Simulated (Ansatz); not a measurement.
# ZrP: pressure series

The parent structure is ZrP (space group P6_3/mmc, No. 194; a = 3.662 Å, c = 12.484 Å; a cell from a computed database, its experimental status unchecked).

Cell and atoms are relaxed at each pressure.

All numbers come from PBEsol (Ansatz, a quantum-chemistry and plane-wave program), no spin-orbit coupling.

Notes on the quantities. enthalpy: H = E + PV relative to the base's energy.

```
change            lattice parameter a       enthalpy
----------------  -------------------  -------------
base                          3.662 Å              –
pressure 0.3 GPa              3.659 Å  +0.03 eV/atom
pressure 0.7 GPa              3.655 Å  +0.08 eV/atom
pressure 1.5 GPa              3.648 Å  +0.17 eV/atom
pressure 3 GPa                    ___  +0.34 eV/atom
```

**Question.** Fill in the withheld entries from the trend.

**Answer.** 
- pressure 3 GPa, lattice parameter a: 3.635 Å

Load acts through the strain it causes; cell and atoms are relaxed under it. Stability against distortions was not tested. All final runs are without spin polarisation.
